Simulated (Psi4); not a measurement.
Psi4 1.11, PBE0/def2-tzvp: isocyanic acid (N=C=O), 4 atoms. The geometry is a generated start, not checked to be a minimum at this level.

```json
{
 "task": "energy",
 "method": "pbe0",
 "basis": "def2-tzvp",
 "memory": "3 GB",
 "maxiter": "100",
 "keys_of_the_molecule_block": "symmetry c1",
 "scf_type": "df (default)",
 "guess": "auto, which took SAD (default)",
 "scf_initial_accelerator": "adiis (default)",
 "e_convergence": "1e-06 (default)",
 "d_convergence": "1e-06 (default)",
 "dft_radial_points": "75 (default)",
 "dft_spherical_points": "302 (default)",
 "basis_functions": "99",
 "grid_points": "87258"
}
```

```xyz
4

N     -0.6594     0.2569     0.0821
C      0.4733    -0.0149    -0.1705
O      1.5639    -0.0837    -0.5402
H     -1.3777    -0.1582     0.6285
```

One run each on 2 threads. Values of diis_max_vecs tried: 3, 6, 10 (default), 20.

**Question.** Predict the course of the SCF iterations along this series.

**Answer.** Fewest SCF iterations, within one of each other: 6 with 8, 10 (default) with 8, 20 with 8. The count rises to 14 at 3. All converge to one solution.

```csv
diis_max_vecs,SCF iterations,end
3,14,same solution
6,8,same solution
10 (default),8,same solution
20,8,same solution
```
